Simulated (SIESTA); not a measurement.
SIESTA run on Y2Pb2O7 (Fd-3m, 22 atoms in the cell): self-consistent single point

Method: GGA PBEsol, numerical atomic orbitals DZP, PseudoDojo PBEsol standard norm-conserving potentials (rewritten from UPF to PSML) in SIESTA.

Input:

```
# files in the folder: Y.psml Pb.psml O.psml (PseudoDojo PBEsol standard)
SystemName  Y2Pb2O7
SystemLabel Y2Pb2O7

NumberOfAtoms                22
NumberOfSpecies              3
%block ChemicalSpeciesLabel
  1 39 Y
  2 82 Pb
  3 8 O
%endblock ChemicalSpeciesLabel
LatticeConstant              1.0 Ang
%block LatticeVectors
     0.000000000    5.336085000    5.336085000
     5.336085000    0.000000000    5.336085000
     5.336085000    5.336085000    0.000000000
%endblock LatticeVectors
AtomicCoordinatesFormat      Fractional
%block AtomicCoordinatesAndAtomicSpecies
     0.125000000    0.625000000    0.125000000  1
     0.125000000    0.125000000    0.125000000  1
     0.625000000    0.125000000    0.125000000  1
     0.125000000    0.125000000    0.625000000  1
     0.625000000    0.625000000    0.625000000  2
     0.125000000    0.625000000    0.625000000  2
     0.625000000    0.625000000    0.125000000  2
     0.625000000    0.125000000    0.625000000  2
     0.276970000    0.723030000    0.723030000  3
     0.973030000    0.526970000    0.973030000  3
     0.723030000    0.276970000    0.276970000  3
     0.526970000    0.973030000    0.526970000  3
     0.723030000    0.276970000    0.723030000  3
     0.973030000    0.973030000    0.526970000  3
     0.276970000    0.723030000    0.276970000  3
     0.526970000    0.526970000    0.973030000  3
     0.723030000    0.723030000    0.276970000  3
     0.526970000    0.973030000    0.973030000  3
     0.276970000    0.276970000    0.723030000  3
     0.973030000    0.526970000    0.526970000  3
     0.000000000    0.000000000    0.000000000  3
     0.250000000    0.250000000    0.250000000  3
%endblock AtomicCoordinatesAndAtomicSpecies

XC.functional                GGA
XC.authors                   PBEsol
PAO.BasisSize                DZP
PAO.EnergyShift              0.01 Ry
MeshCutoff                   350 Ry
%block kgrid.MonkhorstPack
    3   0   0  0.0
    0   3   0  0.0
    0   0   3  0.0
%endblock kgrid.MonkhorstPack
OccupationFunction           FD
ElectronicTemperature        10 K

MaxSCFIterations             150
SCF.Mixer.Method             Pulay
SCF.Mixer.Weight             0.25
SCF.Mixer.History            6
SCF.DM.Tolerance             1.0E-04
Diag.ParallelOverK           true
WriteForces                  true
Charge.Mulliken              end
```

Output (repeated stretches shortened):

```
reinit: Reading from file input.fdf

reinit: System Name: Y2Pb2O7
reinit: System Label: Y2Pb2O7

coor:   Atomic-coordinates input format  =     Fractional

siesta: Atomic coordinates (Bohr) and species
siesta:      7.56280   2.52093   7.56280  1        1
siesta:      2.52093   2.52093   2.52093  1        2
siesta:      2.52093   7.56280   7.56280  1        3
siesta:      7.56280   7.56280   2.52093  1        4
siesta:     12.60467  12.60467  12.60467  2        5
siesta:     12.60467   7.56280   7.56280  2        6
siesta:      7.56280   7.56280  12.60467  2        7
siesta:      7.56280  12.60467   7.56280  2        8
siesta:     14.58169  10.08374  10.08374  3        9
siesta:     15.12561  19.62356  15.12561  3       10
siesta:      5.58579  10.08374  10.08374  3       11
siesta:     15.12561  10.62766  15.12561  3       12
siesta:     10.08374  14.58169  10.08374  3       13
siesta:     15.12561  15.12561  19.62356  3       14
siesta:     10.08374   5.58579  10.08374  3       15
siesta:     15.12561  15.12561  10.62766  3       16
siesta:     10.08374  10.08374  14.58169  3       17
siesta:     19.62356  15.12561  15.12561  3       18
siesta:     10.08374  10.08374   5.58579  3       19
siesta:     10.62766  15.12561  15.12561  3       20
siesta:      0.00000   0.00000   0.00000  3       21
siesta:      5.04187   5.04187   5.04187  3       22

siesta: System type = bulk

initatomlists: Number of atoms, orbitals, and projectors:     22   330   358

siesta: ******************** Simulation parameters ****************************
redata: Spin configuration                          = none
redata: Time-Reversal Symmetry                      = T
redata: Number of Atomic Species                    =        3
redata: Mesh Cutoff                                 =   350.0000 Ry
redata: Net charge of the system                    =     0.0000 |e|
redata: Min. number of SCF Iter                     =        0
   [... lines left out ...]
diag: Parallel distribution                         =     1 x     1
diag: Used triangular part                          = Lower
diag: Absolute tolerance                            =  0.100E-15
diag: Orthogonalization factor                      =  0.100E-05
diag: Memory factor                                 =  1.0000

superc: Internal auxiliary supercell:     3 x     3 x     3  =      27
superc: Number of atoms, orbitals, and projectors:    594   8910   9666

                        Single-point calculation

superc: Internal auxiliary supercell:     3 x     3 x     3  =      27
superc: Number of atoms, orbitals, and projectors:    594   8910   9666

outcell: Unit cell vectors (Ang):
        0.000000    5.336085    5.336085
        5.336085    0.000000    5.336085
        5.336085    5.336085    0.000000

outcell: Cell vector modules (Ang)   :    7.546364    7.546364    7.546364
outcell: Cell angles (23,13,12) (deg):     60.0000     60.0000     60.0000
outcell: Cell volume (Ang**3)        :    303.8773
new_DM -- step:     1
Initializing Density Matrix...

Attempting to read DM from file... Failed...
DM filled with atomic data:

InitMesh: MESH = 72 x 72 x 72 = 373248
InitMesh: Mesh cutoff (required, used) =   350.000   377.383 Ry

stepf: Fermi-Dirac step function
        iscf     Eharris(eV)        E_KS(eV)     FreeEng(eV)     dDmax    Ef(eV) dHmax(eV)
   scf:    1   -18247.668074   -18294.272819   -18294.272819  1.714557 -6.601107 11.759963
   scf:    2   -18331.693114   -18317.794141   -18317.794141  0.254681 -5.791444  3.044661
   scf:    3   -18320.319748   -18319.595243   -18319.595243  0.122681 -6.284738  0.922644
   scf:    4   -18319.832710   -18319.738097   -18319.738097  0.038467 -5.898326  0.405818
   scf:    5   -18319.729582   -18319.748708   -18319.748708  0.015269 -6.040759  0.454327
   scf:    6   -18319.764182   -18319.757624   -18319.757624  0.003250 -6.070793  0.204920
   scf:    7   -18319.756521   -18319.759091   -18319.759091  0.002681 -6.059960  0.134842
   scf:    8   -18319.760168   -18319.759900   -18319.759900  0.001472 -6.058198  0.004837
   scf:    9   -18319.759901   -18319.759901   -18319.759901  0.000053 -6.058350  0.000289
SCF Convergence by DM+H criterion
max |DM_out - DM_in|         :     0.0000530918
max |H_out - H_in|      (eV) :     0.0002893606
SCF cycle converged after 9 iterations

Using DM_out to compute the final energy and forces

siesta: E_KS(eV) =           -18319.7599

siesta: E_KS - E_eggbox =    -18319.7599

siesta: Atomic forces (eV/Ang):
     1   -0.000000    0.000000   -0.000000
     2   -0.000000   -0.000000   -0.000000
     3    0.000000   -0.000000   -0.000000
   [... 19 lines left out ...]
   Tot    0.000000    0.000000   -0.000000
   Max    0.558614
   Res    0.238045    sqrt( Sum f_i^2 / 3N )
   Max    0.558614    constrained

Stress tensor Voigt[x,y,z,yz,xz,xy] (kbar):       -3.73       -3.73       -3.73       -0.07       -0.07       -0.07
(Free)E + p*V (eV/cell)   -18319.0531
Target enthalpy (eV/cell)   -18319.7599

siesta: Program's energy decomposition (eV):
siesta: Ebs     =     -3309.776933
siesta: Eions   =     24944.982770
siesta: Ena     =      3473.263152
siesta: Ekin    =      9256.581819
siesta: Enl     =     -1663.903307
siesta: Eso     =         0.000000
siesta: Edftu   =         0.000000
siesta: DEna    =        93.787350
siesta: DUscf   =         9.137978
siesta: DUext   =         0.000000
siesta: Ex      =     -4210.486003
siesta: Ec      =      -333.158119
siesta: Exc     =     -4543.644123
siesta: Eharris =    -18319.759901
siesta: Etot    =    -18319.759901
siesta: FreeEng =    -18319.759901

siesta: Atomic forces (eV/Ang):
siesta:      1   -0.000000    0.000000   -0.000000
siesta:      2   -0.000000   -0.000000   -0.000000
siesta:      3    0.000000   -0.000000   -0.000000
siesta:      4    0.000000    0.000000   -0.000000
siesta:      5    0.000000    0.000000   -0.000000
siesta:      6   -0.000000    0.000000   -0.000000
siesta:      7   -0.000000   -0.000000   -0.000000
siesta:      8    0.000000   -0.000000   -0.000000
siesta:      9    0.557915   -0.000114   -0.000114
siesta:     10    0.000281    0.558614    0.000281
siesta:     11   -0.558614   -0.000281   -0.000281
siesta:     12    0.000114   -0.557915    0.000114
siesta:     13   -0.000114    0.557915   -0.000114
   [... lines left out ...]
siesta: Cell volume =        303.877268 Ang**3
siesta:           3.72658733        -24.32284569  kBar
   [... lines left out ...]
              1.985   1.985   1.995   1.985   1.995   0.117   0.117   0.117

              0.117   0.117

Species: O
Atom  Qatom  Qorb
               2s      2s      2py     2pz     2px     2py     2pz     2px
               3Pdxy   3Pdyz   3Pdz2   3Pdxz   3Pdx2-y2
   9  6.513   1.747   0.027   1.706   1.706   1.644  -0.121  -0.121  -0.104
              0.006   0.006   0.006   0.006   0.005
  10  6.513   1.747   0.027   1.644   1.706   1.706  -0.104  -0.121  -0.121
   [... 25 lines left out ...]

mulliken: Qtot =      184.000

Mulliken Atomic Populations:
Atom #   charge [q] valence [e]  Species
     1     1.043988    9.956012  Y
     2     1.044003    9.955997  Y
     3     1.043988    9.956012  Y
     4     1.043988    9.956012  Y
     5     0.807895   13.192105  Pb
     6     0.807755   13.192245  Pb
     7     0.807755   13.192245  Pb
     8     0.807755   13.192245  Pb
     9    -0.513323    6.513323  O
    10    -0.513357    6.513357  O
    11    -0.513357    6.513357  O
    12    -0.513323    6.513323  O
    13    -0.513323    6.513323  O
    14    -0.513357    6.513357  O
    15    -0.513357    6.513357  O
    16    -0.513323    6.513323  O
    17    -0.513323    6.513323  O
    18    -0.513357    6.513357  O
    19    -0.513357    6.513357  O
    20    -0.513323    6.513323  O
    21    -0.623522    6.623522  O
    22    -0.623522    6.623522  O
 Total     0.000000
```

The run converged in 9 iterations.

The starting cell comes from a database of computed structures (which also holds hypothetical and non-ambient phases and stackings), without a prior relaxation at this level. Values carry the incompleteness of an atom-centred basis.

Cost on one core of a shared machine: roughly 3 min.
